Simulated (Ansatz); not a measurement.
Given:

```yaml
crystal:
  lattice:
    - [0.00000, 2.74161, 2.74161]
    - [2.74161, 0.00000, 2.74161]
    - [2.74161, 2.74161, 0.00000]
  atoms:
    - { symbol: S, position: [0.75000, 0.75000, 0.75000] }
    - { symbol: Zn, position: [0.00000, 0.00000, 0.00000] }
```

No spin polarisation.

All numbers come from PBE/PAW in Ansatz (a program for electronic structure), scalar-relativistic without spin-orbit coupling, earlier PAW set. k-mesh 10×10×10 (Γ-centred); smearing 0.05 eV (Fermi–Dirac).

Q: Predict the hole mass, width of the top valence band and electron mass.

A: The hole mass (degenerate bands, along [100]) comes out as 0.18, 0.73, 0.73 mₑ (at Γ) and the width of the top valence band is 2.54 eV. The electron mass is 0.16 mₑ (at Γ).

The levels and masses belong to the bands next to the band gap. The cells carry an imposed strain or load. Effective masses come from finite differences of ±0.01 Å⁻¹. No phonon test of stability was made. The cell was made from ZnS in the zinc blende structure (space group F-43m, No. 216) by this change: isotropic strain +0.73 %.
